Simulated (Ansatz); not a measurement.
The starting structures come from a database of crystals and need not be the phases stable at ambient conditions.

Where the default PAW files enter, the runs use the earlier of Ansatz's two default sets.

Given:

```
MgS
1.0
    3.68318     0.00000     0.00000
   -1.84159     3.18973     0.00000
    1.84159     1.06324     3.00730
Mg S
1 1
Direct
  0.00000   0.00000   0.00000
  0.00000   0.50000   0.50000
```

Space group of this cell: Fm-3m, rock salt. The cell is taken as given; by PBEsol its mean pressure is -1.2 GPa.

Transport runs along the normal of the first two printed cell vectors, the (111) plane of the conventional cell.

The gap is the functional's own, uncorrected, and κ follows it; spin-orbit coupling is left out. Mid-gap means the computed energy nearest the middle.

Question: Give the band gap and the smallest decay constant κ at mid-gap that PBEsol run with Ansatz (a program for electronic structure) yields.

Answer: Gap 2.70 eV on a 12×12×12 mesh; κ = 0.202 1/Å, at the zone centre.
